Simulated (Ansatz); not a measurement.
SiGe (model structure, Pmma, No. 51, 4 atoms in the cell), treated with PBE (Ansatz, an electronic-structure program, plane waves, PAW).

Numerical settings: plane-wave cutoff 520 eV, 10×10×6 k mesh (along the axes of the cell as run), Fermi–Dirac smearing 0.01 eV, scalar-relativistic PAW data made under PBE.

Cell (relaxed at this level):

GeSi is taken in the orthorhombic space group Pmma (No. 51), Pearson symbol oP4. Lattice parameters: a = 3.958 Å, b = 3.964 Å, c = 5.602 Å, α = β = γ = 90.00°. Si on 2e sees 2 Si at 2.386 Å and 2 Ge at 2.425 Å (tetrahedral). Ge on 2f sees 2 Si at 2.425 Å and 2 Ge at 2.467 Å (tetrahedral). (Neighbours: up to the widest gap in distance over summed covalent radii, below 1.35, at either atom.)

Q: Estimate the band gap and smallest direct gap on the k points sampled that the calculation returns.

A: 
* **band gap**: 0.26 eV (indirect)
* **smallest direct gap on the k points sampled**: 0.61 eV

Note: the relaxation could raise the start's symmetry but not lower it, so the cell can be a saddle point.

Spin–orbit coupling is not included.

A model structure was made by putting elements into a prototype or built by hand; it is no filed structure, need not be a known phase, and can be a saddle point held by its symmetry.
